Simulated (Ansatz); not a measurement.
Base system: CuI in the zinc blende structure (space group F-43m, No. 216; a = 6.023 Å). Axes: x, y, z lie along the cube axes.

Method: r2SCAN in Ansatz (plane waves to 500 eV, PAW, no spin-orbit coupling).

Before the change:

```
Property                            Result
---------------------  -------------------
Electron mass               0.18 mₑ (at Γ)
Valence-band top at Γ  0.00, 0.00, 0.00 eV
```

Now apply this change: compressive biaxial strain of 0.65 % in the plane normal to [111], as in epitaxy on a mismatched substrate; the out-of-plane cell vector and the atoms relax.

Question: Predict the new electron mass.

Answer: The electron mass goes from 0.18 mₑ (at Γ) to 0.17 mₑ out of plane, 0.19 mₑ in plane (at Γ).

Question: What happens to the valence-band top at Γ?

Answer: The valence-band top at Γ (three highest levels, from the VBM) becomes 0.00, 0.00, -0.02 eV (base: 0.00, 0.00, 0.00 eV).

Question: What does the calculation give for the in-plane stress after the change?

Answer: The mean in-plane stress (compression positive) is +0.5 GPa.

Spin-orbit coupling, missing from the scalar runs, can matter with I. The levels and masses belong to the bands next to the band gap. Effective masses come from finite differences of ±0.01 Å⁻¹. Whether these cells are dynamically stable was not tested. All final runs are without spin polarisation.

Ansatz is a program for electronic structure.
